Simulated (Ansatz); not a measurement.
Results of PBE-D3(BJ) (PAW; Ansatz, a quantum-chemistry and plane-wave program) for fluorite HfO₂ (high-temperature phase).

Settings: plane-wave cutoff 520 eV, 8×8×8 k mesh, perturbation theory, scalar-relativistic PAW data made under PBE.

Computed at the level's own relaxed cell.

Harmonic phonon frequencies (cm⁻¹; i marks an imaginary mode; at Γ without the LO shift):

```csv
q point,frequencies
Γ,0 0 0 232 232 232 577 577 577
X,222i 95 95 253 299 299 559 559 689
U,107i 93 150 211 324 362 533 570 667
```

Imaginary modes appear, so the structure is dynamically unstable at this level.

Note: the dispersion coefficients are held fixed in the derivatives; symmetry holds this phase in the static calculation, where it need not be a minimum; the run finds an imaginary mode (222i cm⁻¹), so the cell is a saddle point at this level.
